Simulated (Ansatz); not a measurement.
System: NbRu (model structure, started from the NbRh type, P2/m, No. 10, 6 atoms in the cell). Method: PBEsol in Ansatz (plane waves, PAW).

Settings: plane-wave cutoff 520 eV, 12×20×8 k mesh (along the axes of the cell as run), Fermi–Dirac smearing 0.05 eV, no spin polarisation, scalar-relativistic PAW data made under PBE.

Cell (relaxed at this level):

```cif
data_Nb3Ru3
_chemical_formula_sum 'Nb3 Ru3'
_space_group_name_H-M_alt 'P2/m'
_space_group_IT_number 10
_space_group_name_Hall '-P 2y'
_cell_length_a 4.56006
_cell_length_b 3.03491
_cell_length_c 6.87512
_cell_angle_alpha 90.000
_cell_angle_beta 102.863
_cell_angle_gamma 90.000
loop_
_atom_site_label
_atom_site_type_symbol
_atom_site_symmetry_multiplicity
_atom_site_Wyckoff_symbol
_atom_site_fract_x
_atom_site_fract_y
_atom_site_fract_z
_atom_site_occupancy
Nb1 Nb 2 m 0.30921 0.00000 0.67669 1
Nb2 Nb 1 a 0.00000 0.00000 0.00000 1
Ru1 Ru 1 e 0.50000 0.50000 0.00000 1
Ru2 Ru 2 n 0.20608 0.50000 0.34800 1
```

Problem. Estimate the bulk modulus that the calculation returns.

Solution. 
* **bulk modulus**: 253 GPa

Note: the run has no spin polarisation, so it can have missed a magnetic state; the bulk modulus is −V dP/dV from two relaxed cells at ±2 % in volume; the relaxation could raise the start's symmetry but not lower it, so the cell can be a saddle point.

A model structure was made by putting elements into a prototype or built by hand; it is no filed structure, need not be a known phase, and can be a saddle point held by its symmetry.

Ansatz is a quantum-chemistry and plane-wave program.
